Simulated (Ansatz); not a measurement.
## LiAl3 (Pm-3m): band-structure transport figures

```
Al3Li
1.0
    3.99981     0.00000     0.00000
    0.00000     3.99981     0.00000
    0.00000     0.00000     3.99981
Li Al
1 3
Cartesian
  0.00000   0.00000   0.00000
  1.99990   1.99990   0.00000
  0.00000   1.99990   1.99990
  1.99990   0.00000   1.99990
```

The numbers are results of PBEsol, rigid bands (plane waves, PAW, scalar-relativistic; Ansatz, a first-principles code), not measurements. How the cell was made: cell and atoms relaxed with PBEsol.

```yaml
density of states at the Fermi level: 1.29 states/(eV·cell), both spins
bare Sommerfeld coefficient: 0.76 mJ/(mol of atoms·K²)
drude_plasma_energy: 8.7 eV
root-mean-square Fermi velocity: 1.2e6 m/s
resistivity times τ: 6.4 ×10⁻²² Ω·m·s
```

A metal at this level (no band gap); rigid bands, thermally averaged at 300 K, both spins. Spin-orbit coupling is left out. τ is one relaxation time for all states.

Computed structure with no diffraction record at hand here (it may be known, metastable or hypothetical): LiAl3 (Pm-3m).
